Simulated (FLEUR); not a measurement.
FLEUR run on Na (Im-3m, 1 atom in the cell): self-consistent single point.

Level of theory: LDA (Vosko-Wilk-Nusair), all-electron FLAPW (FLEUR), scalar-relativistic valence.

```xyz
1
Lattice="-2.1108 2.1108 2.1108 2.1108 -2.1108 2.1108 2.1108 2.1108 -2.1108" Properties=species:S:1:pos:R:3 pbc="T T T"
Na     0.0000     0.0000     0.0000
```

Reference input (self-consistent single point, DFT, revPBE, all-electron FLAPW (FLEUR), scalar-relativistic valence): Kmax = 3.8 1/bohr; GmaxXC = 13.3 1/bohr; xcFunctional = rpbe; jspins = 1; l_soc = F; mode = hist; fermiSmearingEnergy = 0.00367493 Htr; mesh (inpgen div1-3) = 9 9 9; inpgen gamma flag = false; Gmax = 13.3 1/bohr; numbands = 0; maxIterBroyd = 99. This run's input differs from it in these lines:

```diff
@@ -13,3 +13,3 @@
 &comp jspins=1 /
-&exco xctyp='rpbe' /
+&exco xctyp='vwn' /
 &kpt div1=9 div2=9 div3=9 /
@@ -26,3 +26,3 @@
       <coreElectrons ctail="T" frcor="F" kcrel="0" coretail_lmax="0"/>
-      <xcFunctional name="rpbe" relativisticCorrections="F"/>
+      <xcFunctional name="vwn" relativisticCorrections="F"/>
       <magnetism jspins="1"/>
```

Output, abridged:

```
 Iteration:     1   Distance:       0.65158268 me/bohr^3
 Iteration:     2   Distance:       0.61674279 me/bohr^3
 Iteration:     3   Distance:       0.26231817 me/bohr^3
 Iteration:     4   Distance:       0.02893522 me/bohr^3
 Iteration:     5   Distance:       0.02521038 me/bohr^3
 Iteration:     6   Distance:       0.00277342 me/bohr^3
 Iteration:     7   Distance:       0.00548483 me/bohr^3
 Iteration:     8   Distance:       0.00109125 me/bohr^3
 Iteration:     9   Distance:       0.00001476 me/bohr^3
 Iteration:    10   Distance:       0.00000894 me/bohr^3
 Run finished successfully
 Stop message:
   Structural relaxation: Done

[file out, last iteration]
             iter=     11
[...]
          total density-effective poten   -2.4619756780E+02
          total charge density-energy d   -1.3598062384E+01
 Updated energy parameters for spin:           1
[...]
 fermi energy and band-weighting factors:

[...]
FERMIE:
          first approx. to ef    (T=0)  :   0.001922 htr   (energy of the highest occ. eigenvalue)
          number of occ. states  (T=0)  :        157
          first approx. to seigv (T=0)  :  -9.362659 htr
          sum of weights of occ. states :   4.506173
          sum of semicore charge        :   0.000000 e
FERHIS:  Fermi-Energy by histogram:
          bandgap                     :   0.007296 htr
   [... lines left out ...]
          charge neutrality (T=0)     :   0.012346    (zero if the highest occ. eigenvalue is "entirely" occupied)
     EF_NEWTON:  Adjust Fermi-Energy by Newton-Method.
 Direct bandgap for spin            1 :   0.13230457075927979       Htr
   [... lines left out ...]
 ---->    (input%tkb*entropy) TS=              0.0004874622 htr
 ---->    free energy=                      -161.7127093142 htr
      extrapolation for T->0
 ---->    total electron energy=            -161.7124655831 htr
 ***** TOTAL FORCES ON ATOMS *****
 TOTAL FORCE FOR ATOM TYPE=  1  X=  0.000   Y=  0.000   Z=  0.000
                       FX_TOT= 0.000000 FY_TOT= 0.000000 FZ_TOT= 0.000000
 Structural relaxation: Done
```

The run converged in 10 iterations. FLEUR gives forces in its relaxation mode, with a further iteration, so its stop message speaks of a relaxation. 

The starting cell comes from a database of computed structures (which also holds hypothetical and non-ambient phases and stackings), without a prior relaxation at this level. Its lattice was rescaled by a random factor within 2.5 % of one. Values depend on the basis (sphere radii, cutoffs, local orbitals), which need not be converged. The log's line on a gap gives a spacing of levels on this mesh, which the program prints for metals too.
